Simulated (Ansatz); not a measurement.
Consider interstitial Li in silicon, charge state +1. The step: Li moves alone to another site; the atom moves 2.36 Å along (0.25, -0.25, -0.25) of the unit cell; the moving atom starts with neighbours 4 Si at 2.45, 6 Si at 2.75 Å and ends with 4 Si at 2.45, 6 Si at 2.75 Å. A PBE band in Ansatz (plane-wave PAW, a 2×2×2 k-point mesh shifted by half a step, 64 host sites, 17 SCF runs with any check of the saddle's order, static, no finite-size correction) gives a forward barrier of 0.60 eV. The saddle point's order was not checked, and it lies on a symmetry element of the cell, where a band can be held. The charge state is imposed; whether it is stable for some Fermi level was not computed. Sites that were not tried may lie lower.

Single points at the band's start and saddle point can refine it. Rough cost of one point, in units of the band's mean SCF on the same machine:

```csv
Level,Cost of one point
"PBE, a 3×3×3 k-point mesh shifted by half a step",about 6
"r2SCAN at 500 eV, a 2×2×2 k-point mesh shifted by half a step",about 3
```

**Question.** Which of these move the barrier by more than 0.1 eV, and how far does each move it?

**Answer.** Not one does. PBE, a 3×3×3 k-point mesh shifted by half a step: 0.00 eV; r2SCAN at 500 eV, a 2×2×2 k-point mesh shifted by half a step: +0.03 eV. Each functional is compared with PBE at the same k-points.

Ansatz is an electronic-structure program.
